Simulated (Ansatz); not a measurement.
A self-consistent single point of a (110) slab of ScSi (cut from a parent of space group no. 63; 8 atoms in the cell) with Ansatz (an electronic-structure program).

Method of the run: LDA (PW92), default PAW files made with PBE (plane waves; Ansatz).

```yaml
crystal:
  lattice:
    - [3.64911, 0.00000, 0.00000]
    - [0.00000, 5.31417, 0.00000]
    - [0.00000, 0.00000, 20.77761]
  atoms:
    - { symbol: Sc, position: [0.25000, 0.40068, 0.43600] }
    - { symbol: Sc, position: [0.75000, 0.92169, 0.38661] }
    - { symbol: Sc, position: [0.25000, 0.12108, 0.61339] }
    - { symbol: Sc, position: [0.75000, 0.64209, 0.56400] }
    - { symbol: Si, position: [0.25000, 0.88279, 0.48571] }
    - { symbol: Si, position: [0.75000, 0.43958, 0.33690] }
    - { symbol: Si, position: [0.25000, 0.60318, 0.66310] }
    - { symbol: Si, position: [0.75000, 0.15998, 0.51429] }
```

Reference input (self-consistent single point, DFT, LDA (PW92), plane waves, default PAW files made with PBE): basis.ecutwfc = 30.9 Ry; kpoints.mp_grid.grid = 7 5 1; hamiltonian.xc = lda; hamiltonian.pseudopotentials = {kind: paw} (the program's default PAW files); scf.occupations.method = fermi_dirac; scf.occupations.width = 0.0073 Ry. This run's input differs from it in these lines:

Ansatz 0.2 input:
```diff
@@ -15,3 +15,3 @@
 basis:
-  ecutwfc: 30.9 Ry
+  ecutwfc: 26.1 Ry
 kpoints:
```

The program printed (abridged):

```
SCF iter   1: F=—  HF=-10791.841210 eV  |F-HF|=—  |Δ(HF+E_count)|=         —  Δρ=3.62e-3  dr2=1.95e-1  ethr=1.77e-3  ⟨swp⟩=7.4  Hψ=2210  notcnv=0
all-band conjugate gradients solve this SCF's bands
preconditioner: auto → LDOS
SCF iter   2: F=—  HF=-10791.822527 eV  |F-HF|=—  |Δ(HF+E_count)|=   1.87e-2  Δρ=1.31e-3  dr2=1.56e-2  ethr=3.25e-4  ⟨swp⟩=2.5  Hψ=748  notcnv=0
SCF iter   3: F=—  HF=-10791.821513 eV  |F-HF|=—  |Δ(HF+E_count)|=   1.01e-3  Δρ=5.62e-4  dr2=2.08e-3  ethr=2.60e-5  ⟨swp⟩=2.8  Hψ=894  notcnv=0
SCF iter   4: F=—  HF=-10791.821122 eV  |F-HF|=—  |Δ(HF+E_count)|=   3.92e-4  Δρ=1.76e-4  dr2=2.11e-4  ethr=3.47e-6  ⟨swp⟩=2.0  Hψ=774  notcnv=0
SCF iter   5: F=—  HF=-10791.821074 eV  |F-HF|=—  |Δ(HF+E_count)|=   4.78e-5  Δρ=3.56e-5  dr2=6.16e-6  ethr=3.52e-7  ⟨swp⟩=2.2  Hψ=790  notcnv=0
SCF iter   6: F=—  HF=-10791.821041 eV  |F-HF|=—  |Δ(HF+E_count)|=   3.33e-5  Δρ=1.00e-5  dr2=5.78e-7  ethr=1.03e-8  ⟨swp⟩=3.2  Hψ=977  notcnv=0
SCF iter   7: F=-10791.821041 eV  HF=-10791.821041 eV  |F-HF|=1.87e-10  |Δ(HF+E_count)|=   3.03e-7  Δρ=3.00e-6  dr2=4.84e-8  ethr=1.67e-10  ⟨swp⟩=9.7  Hψ=2044  notcnv=0
SCF 1 converged in 7 iterations: F = -10791.821041 eV  dr2 = 4.84e-8
Free energy (F): -10791.821041 eV
Internal energy: -10791.583255 eV  (E = F + TS)
E sigma→0 (E₀):  -10791.702148 eV
Entropy (-TS):   -0.237786 eV (-29.723 meV/atom)
Fermi energy:    0.584694 eV
--- Forces (eV/Å), atoms counted from 1 ---
  atom   1  Sc     0.00000000    -0.02917505    -0.11693349
  atom   2  Sc     0.00000000     0.11043374    -0.06545827
  atom   3  Sc     0.00000000    -0.11043374     0.06545827
  atom   4  Sc     0.00000000     0.02917505     0.11693349
  atom   5  Si     0.00000000     0.21439468    -0.17603553
  atom   6  Si     0.00000000    -0.23713783     0.67685459
  atom   7  Si     0.00000000     0.23713783    -0.67685459
  atom   8  Si     0.00000000    -0.21439468     0.17603553
--- Stress (GPa, compression-positive) ---
       -3.047885      -0.000000      -0.000000
       -0.000000      -3.054687       0.412439
       -0.000000       0.412439      -1.535864
  P = ⅓ Tr σ = -2.5461 GPa (-25.461 kbar)
  The stress holds the Pulay correction. Without it, at fixed plane waves, as pw.x and ABINIT print it: P = -2.6443 GPa
```

The run converged in 7 iterations. Against the reference run the free energy goes up by 3.0 meV/atom and the largest force stays at 0.717 eV/Å.

The starting cell comes from a database of computed structures (which also holds hypothetical and non-ambient phases and stackings), without a prior relaxation at this level. The slab is cut from that crystal, and its faces are unrelaxed. Its lattice was rescaled by up to half a per cent. Spin polarisation is off, though cut faces can carry moments; the slab shows no gap. The cutoff lies below the one recommended for these files.
